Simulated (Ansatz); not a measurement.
Ansatz (a first-principles code) run on MoW (Cmmm, 2 atoms in the cell): zone-centre phonon calculation.

Method of the run: LDA (PW92), default PAW files made with PBE (plane waves; Ansatz).

```yaml
crystal:
  lattice:
    - [1.57139, -2.22313, 0.00000]
    - [1.57139, 2.22313, 0.00000]
    - [0.00000, 0.00000, 4.46416]
  atoms:
    - { symbol: Mo, position: [0.00000, 0.00000, 0.00000] }
    - { symbol: W, position: [0.50000, 0.50000, 0.50000] }
```

Reference input (self-consistent single point, DFT, LDA (PW92), plane waves, default PAW files made with PBE): basis.ecutwfc = 420 eV; kpoints.mp_grid.grid = 13 13 8; hamiltonian.xc = lda; hamiltonian.pseudopotentials = {kind: paw} (the program's default PAW files); scf.occupations.method = fermi_dirac; scf.occupations.width = 0.1 eV. This run's input differs from it in these lines:

Ansatz 0.2 input:
```diff
@@ -9,3 +9,3 @@
 basis:
-  ecutwfc: 420.0
+  ecutwfc: 505.0
 kpoints:
@@ -17,6 +17,4 @@
   occupations: { method: fermi_dirac, width: 0.1 }
-output:
-  forces: true
-  eigenvalues: true
-  stress: true
+phonons:
+  method: dfpt
```

Output, abridged:

```
SCF iter   1: F=—  HF=-14972.728407 eV  |F-HF|=—  |Δ(HF+E_count)|=         —  Δρ=9.22e-3  dr2=5.84e-2  ethr=1.77e-3  ⟨swp⟩=5.0  Hψ=45351  notcnv=0  defer=29
all-band conjugate gradients solve this SCF's bands
automatic band count: the SCF goes on with 22 bands, as 18 were too few: they end inside the smearing window of the response
preconditioner: auto → none
   [... lines left out ...]
SCF iter   5: F=—  HF=-14972.721725 eV  |F-HF|=—  |Δ(HF+E_count)|=   4.74e-6  Δρ=4.44e-5  dr2=7.22e-7  ethr=1.19e-7  ⟨swp⟩=2.1  Hψ=7157  notcnv=0  defer=25
SCF iter   6: F=—  HF=-14972.721726 eV  |F-HF|=—  |Δ(HF+E_count)|=   6.29e-7  Δρ=8.07e-6  dr2=1.15e-8  ethr=2.58e-9  ⟨swp⟩=2.1  Hψ=7731  notcnv=0  defer=25
SCF iter   7: F=—  HF=-14972.721726 eV  |F-HF|=—  |Δ(HF+E_count)|=  3.13e-10  Δρ=1.17e-6  dr2=2.28e-10  ethr=4.10e-11  ⟨swp⟩=2.5  Hψ=7986  notcnv=0  defer=25
SCF iter   8: F=-14972.721726 eV  HF=-14972.721726 eV  |F-HF|=1.09e-11  |Δ(HF+E_count)|=  1.82e-12  Δρ=2.07e-7  dr2=8.42e-12  ethr=1.00e-12  ⟨swp⟩=8.2  Hψ=23838  notcnv=0
SCF 1 converged in 8 iterations: F = -14972.721726 eV  dr2 = 8.42e-12
DFPT response loops at Γ: preconditioner auto → Kerker (q_TF=auto, 2.680 Å⁻¹) (partly filled bands, converged f_vac=0.000) …
Free energy (F): -14972.721726 eV
Internal energy: -14972.687497 eV  (E = F + TS)
E sigma→0 (E₀):  -14972.704612 eV
Entropy (-TS):   -0.034229 eV (-17.114 meV/atom)
Fermi energy:    21.807568 eV
--- Phonons (Γ-DFPT): 6 representative perturbations + reference, on 245 of 1352 k-points (Σ response iterations 16) ---
  k mesh reduced under 8 symmetry operations, with k and −k counted as one. Each operation leaves every solved displacement unchanged or reverses it
  ASR residual: 3.495e-4 → 0.000e0 eV/Å²; symmetrization residual: 1.986e-5 eV/Å²
  ASR residual per site (eV/Å²): 3.50e-4 2.29e-4
  Γ frequencies (cm⁻¹): 0.00 0.00 0.00 134.99 172.79 242.87
  non-analytic LO–TO correction: not included (Born effective charges unavailable; polar crystals: no LO–TO splitting at Γ)
```

The run converged in 8 iterations. 

Summary of the result:
```
Quantity                                                                   Value
--------------------------------------------------------  ----------------------
Free energy E − TS (on the zero of these files)                   -14972.7217 eV
Fermi level (on the code's own zero)                                    21.81 eV
Zone-centre frequencies (cm⁻¹; negative means imaginary)  0, 0, 0, 135, 173, 243
```

The starting cell comes from a database of computed structures (which also holds hypothetical and non-ambient phases and stackings), without a prior relaxation at this level. Its lattice was rescaled by up to half a per cent. Spin polarisation is off.

Cost on one core of a shared machine: roughly 80 s.
